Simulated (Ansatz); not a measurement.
**What isotropic strain +2.50 % does to KCl**

The reference is KCl in the rock salt structure (space group Fm-3m, No. 225; a = 6.3814 Å).

Perturbation: an isotropic linear strain of +2.50 %; the atoms relax in the strained cell.

Computed with PBE, PAW, 420 eV (Ansatz, an electronic-structure program; spin-orbit coupling left out). k-mesh 9×9×9 (Γ-centred); smearing 0.05 eV (Fermi–Dirac).

```tsv
quantity	base	changed	shift
volume per atom	32.48 Å³	34.98 Å³	+2.50 Å³
space group	Fm-3m (No. 225)	Fm-3m (No. 225)	–
shortest interatomic distance	3.191 Å	3.270 Å	+0.0798 Å
energy relative to the base (free energy F)	0 meV/atom	+8.4 meV/atom	+8.4 meV/atom
pressure	0.0 kbar	-10.1 kbar	-10.1 kbar
band gap	5.05 eV	4.81 eV	-0.24 eV
gap character	direct at Γ	direct at Γ	–
mean gap deformation potential ΔEg/Δln V	–	-3.2 eV	–
electron mass	0.45 mₑ (at Γ)	0.47 mₑ (at Γ)	–
```

Effective masses come from finite differences of ±0.01 Å⁻¹. No phonon test of stability was made.
